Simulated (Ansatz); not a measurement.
The parent structure is MoSi2 (space group I4/mmm, No. 139).

```
CELL_PARAMETERS angstrom
     -1.60846     1.60846     3.93652
      1.60846    -1.60846     3.93652
      1.60846     1.60846    -3.93652
ATOMIC_POSITIONS crystal
  Mo 0.00000 0.00000 0.00000
  Si 0.33511 0.33511 0.00000
  Si 0.66489 0.66489 0.00000
```

Cartesian axes are those of the cell as printed.

All numbers come from plane-wave PAW DFT at the PBE level (Ansatz, a program for electronic structure, 420 eV), no spin-orbit coupling.

Base values:

- Shortest interatomic distance: 2.596 Å
- Pressure: 0.0 GPa

One thing is altered: compressive biaxial strain of 3.56 % in the plane normal to [001], as in epitaxy on a mismatched substrate; the out-of-plane cell vector and the atoms relax.

Task: How does this affect the energy relative to the base?

Result: The energy grows by 55 meV/atom.

Task: How does this affect the shortest interatomic distance?

Result: The shortest interatomic distance falls by 0.034 Å, from 2.596 Å to 2.562 Å.

Task: What happens to the pressure?

Result: The pressure (mean of the normal stresses, compression positive) goes from zero to 12.8 GPa.

Without a gap, meshes like the base's 20×20×20 leave anisotropic stresses uncertain by several tenths of a GPa, and small strain energies with them. Stability against distortions was not tested. The final runs are not spin-polarised.
